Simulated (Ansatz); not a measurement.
Consider the following.

```
CELL_PARAMETERS angstrom
      4.50948     0.00000     0.00000
      0.00000     4.50948     0.00000
      2.25474    -2.25474     3.28661
ATOMIC_POSITIONS crystal
  Sn 0.00000 0.00000 0.00000
  Sn 0.75000 0.75000 0.50000
```

No spin polarisation.

The values are results of LDA, PAW, 420 eV (Ansatz, a quantum-chemistry and plane-wave program; scalar-relativistic without spin-orbit coupling), not measurements. Settings: 16×16×16 k-points, 0.1 eV Fermi–Dirac smearing.

### Question
Predict the band gap, space group and in-plane stress.

### Answer
The band gap is zero and the space group is I4_1/amd (No. 141). The mean in-plane stress (compression positive) is +1.0 GPa.

The cells carry an imposed strain or load. No phonon test of stability was made. The cell was made from Sn in the diamond structure (space group Fd-3m, No. 227) by this change: biaxial strain −1.50 %, plane normal [001], relaxed out of plane.
